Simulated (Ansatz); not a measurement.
An Ansatz (a quantum-chemistry and plane-wave program) run: PtSe2 with a change (biaxial strain −2.00 %, plane normal [001], relaxed out of plane); PBEsol-D3(BJ) (Ansatz, PAW, no spin-orbit coupling).

Input:

Ansatz 0.2 input:
```yaml
crystal:
  lattice:
    - [3.6637594142, 0, 0]
    - [1.8318797071, 3.172908726, 0]
    - [0, 0, 4.681391267]
  atoms:
    - { symbol: Pt, position: [0, 0, 0] }
    - { symbol: Se, position: [0.3333333333, 0.3333333333, 0.2720132522] }
    - { symbol: Se, position: [0.6666666667, 0.6666666667, 0.7279867478] }
basis: { ecutwfc: 420, ecutrho_ratio: 4, xc_grid: 2, fft_grid_basis: typed }
kpoints: { mp_grid: { grid: [18, 18, 13] } }
hamiltonian:
  xc: pbesol
  dispersion: d3bj
  pseudopotentials: { kind: paw }
scf: { occupations: { method: fermi_dirac, width: 0.1 } }
relax: { f_tol: 0.005, max_steps: 50, cell: { stress_tol: 0.01, fix: [a, b, gamma] } }
output: { forces: true, stress: true }
checkpoint: { write: state.ck, write_every: 1000 }
```

Output (explanatory and most iteration lines left out):

```
Relaxation: its limit of steps is 50 (relax.max_steps)
Pseudopotential: Pt, paw, valence charge 18
Pseudopotential: Se, paw, valence charge 16
Crystal: 3 atoms, lattice volume = 54.420 Å³
Basis set: ecut = 420 eV, 1035 PW (Γ), exchange–correlation on 50×50×64 points (8 copies of the dense FFT grid, shifted against one another)
Bands: 30, of which v1, the nominal top of the filled ones, is band 25 counted from 1 (24 counted from 0)
Symmetry: 12 space group operations
Space group: P-3m1 (ITA 164), of the structure as read, at distance tolerance 3.8e-5 Å
k-points: 421 of 4212
Functional: x = pbesol(κ = 0.804, μ = 0.12345679012345678), c = pbesol(β = 0.046)
SCF iter   1: F=—  HF=-23234.791780 eV  |F-HF|=—  |Δ(HF+E_count)|=         —  Δρ=3.88e-3  dr2=8.16e-3  ethr=1.77e-3  ⟨swp⟩=5.2  Hψ=48269  notcnv=0
SCF iter   2: F=—  HF=-23234.792641 eV  |F-HF|=—  |Δ(HF+E_count)|=   8.61e-4  Δρ=2.62e-3  dr2=4.19e-3  ethr=1.63e-5  ⟨swp⟩=2.0  Hψ=28098  notcnv=0
SCF 1 converged in 7 iterations: F = -23234.790829 eV  dr2 = 6.23e-8
relax step   1: F+E_penalty+E_count = -23234.79082941 eV  Δ(F+E_penalty+E_count) = +0.000e0 eV  max|allowed force component| = 3.441e-1 eV/Å  Δτ_max = 0.0000 Å  P = +5.863 GPa  Ω = 54.420 Å³  fix = [a, b, gamma]  reactions: a +7.196, b +7.196 GPa  (7 SCF iters, dr2 threshold 1.00e-7 eV, accepted)
[... steps on the carried basis left out ...]
relax step   4: F+E_penalty+E_count = -23234.80321336 eV  Δ(F+E_penalty+E_count) = -2.368e-5 eV  max|allowed force component| = 9.112e-5 eV/Å  Δτ_max = 0.0009 Å  P = +2.940 GPa  Ω = 55.316 Å³  energy of the carried Pulay correction = -2.057e-4 eV  fix = [a, b, gamma]  reactions: a +4.411, b +4.411 GPa  (5 SCF iters, dr2 threshold 1.29e-8 eV, accepted)
Crystal: 3 atoms, lattice volume = 55.316 Å³
SCF iter   1: F=—  HF=-23234.802933 eV  |F-HF|=—  |Δ(HF+E_count)|=         —  Δρ=5.55e-4  dr2=3.60e-6  ethr=9.28e-8  ⟨swp⟩=3.0  Hψ=79740  notcnv=0
SCF iter   2: F=—  HF=-23234.803286 eV  |F-HF|=—  |Δ(HF+E_count)|=   3.53e-4  Δρ=2.82e-4  dr2=9.32e-7  ethr=7.21e-9  ⟨swp⟩=2.0  Hψ=14891  notcnv=0
SCF 5 converged in 8 iterations: F = -23234.803412 eV  dr2 = 1.85e-13
SCF converged after 8 iterations
Free energy (F): -23234.803412 eV
Internal energy: -23234.777305 eV  (E = F + TS)
E sigma→0 (E₀):  -23234.790359 eV
Entropy (-TS):   -0.026107 eV (-8.702 meV/atom)
Fermi energy:    14.965111 eV
  E_disp       = -1.412125  (pairwise vdW)
--- Forces (eV/Å), atoms counted from 1 ---
  atom   1  Pt    -0.00000000     0.00000000     0.00000000
  atom   2  Se     0.00000000     0.00000000     0.00004346
  atom   3  Se    -0.00000000    -0.00000000    -0.00004346
--- Stress (GPa, compression-positive) ---
        4.407774      -0.000000       0.000000
        0.000000       4.407774       0.000000
        0.000000       0.000000      -0.003707
  P = ⅓ Tr σ = 2.9373 GPa (29.373 kbar)
--- Relaxed structure (4 steps of the walk, 4 accepted, 1 SCFs on fresh bases) ---
  cell:  # Å, volume = 55.3164 Å³
    - [3.6637594141702126, -2.6080934246227233e-95, 4.4662410946720664e-18]
    - [1.8318797070851063, 3.172908726025797, 2.2331205473360305e-18]
    - [5.7067672009379844e-18, -3.7273960483453634e-33, 4.758494250918904]
  atoms:
    - { symbol: Pt, position: [-2.8135003321404774e-34, -3.7092061506874214e-68, -2.4703816693770736e-19] }
    - { symbol: Se, position: [0.3333333333333333, 0.33333333333333337, 0.27432853756690306] }
    - { symbol: Se, position: [0.6666666666666666, 0.6666666666666667, 0.7256714624330971] }
```

Whether these cells are dynamically stable was not tested. The final runs are not spin-polarised. The cell was made from PtSe2 in the CdI2 type structure (space group P-3m1, No. 164; layered) by this change: biaxial strain −2.00 %, plane normal [001], relaxed out of plane.
